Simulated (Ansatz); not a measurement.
The reference is ZnF2 in the rutile structure (space group P4_2/mnm, No. 136; a = 4.801 Å, c = 3.175 Å).

All numbers come from PBE (Ansatz, a quantum-chemistry and plane-wave program), no spin-orbit coupling.

One change was made to it. Results:

```tsv
quantity	base	after
density	4.69 g/cm³	4.74 g/cm³
electron mass	0.41 mₑ along c, 0.45 mₑ across (at Γ)	0.41 mₑ along c, 0.45 mₑ across (at Γ)
```

### Question
Name the change that was made.
A. pressure 15 GPa
B. pressure 0.9 GPa
C. pressure 22.5 GPa
D. pressure −1 GPa
E. pressure 2.1 GPa

### Answer
B, pressure 0.9 GPa. For comparison, the density in the other runs: pressure 15 GPa gives 5.28 g/cm³; pressure −1 GPa gives 4.64 g/cm³; pressure 22.5 GPa gives 5.50 g/cm³; pressure 2.1 GPa gives 4.79 g/cm³.

The levels and masses belong to the bands next to the band gap. Load acts through the strain it causes; cell and atoms are relaxed under it. Effective masses come from finite differences of ±0.01 Å⁻¹. No phonon test of stability was made. Competing high-pressure phases were not computed.
